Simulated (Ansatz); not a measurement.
Relaxation of the outer planes of the (310) surface of bcc Mo in its 1x1 cell, outermost plane spacing 1.00 Å in the ideal cut.

Level of theory: PBE (plane waves to 420 eV, PAW; Ansatz, a quantum-chemistry and plane-wave program).

Model: 11-atom slab, 10.0 Å thick at the start (thin: gaps and levels are the slab's own), 12x8x1 mesh, Fermi-Dirac 0.1 eV, dipole correction, all atoms relaxed; held to the part of the start's symmetry that mesh and held atoms allow; no spin, no spin-orbit, no U.

| plane | atoms | bulk spacing to the next (Å) | relaxed spacing (Å) | change (%) | rumpling (Å) |
|---|---|---|---|---|---|
| 1 | Mo | 1.000 | ? | ? | 0.00 |
| 2 | Mo | 1.000 | 0.953 | -4.6 | 0.00 |

Problem. Some entries are withheld; supply them.

Solution. 
- 1, relaxed spacing (Å): 0.803
- 1, change (%): -19.7
